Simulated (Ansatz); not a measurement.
Defect: interstitial H in anatase TiO2 with all lengths changed by -1 %, charge state +1. These are PBE, PAW (plane waves to 420 eV; Ansatz, an electronic-structure program) values and carry that method's errors.

108-site cell at the strained lattice (strain from the relaxed PBE one, atoms relaxed), the Γ point alone, smearing 0.01 eV, spin-restricted, no finite-size correction. No zero-point or tunnelling terms. The charge state is imposed; whether it is stable for some Fermi level was not computed. Sites that were not tried may lie lower.

Barriers: single points on a 2×2×2 k-point mesh shifted by half a step at the bands' geometries.

The step: several atoms move together, H the farthest; the atom moves 2.69 Å along (0.00, -0.50, 0.20) of the unit cell; the moving atom starts with neighbours O at 0.98, 2 O at 2.11 Å and ends with O at 0.98, 2 O at 2.11 Å.

Question: What is the computed migration barrier of this step (PBE, PAW)?

Answer: 1.65 eV, the same both ways. At the saddle the moving atom has neighbours 2 O at 1.24; 2 Ti at 1.94 Å. The saddle point's order was not checked, and it lies on a symmetry element of the cell, where a band can be held.
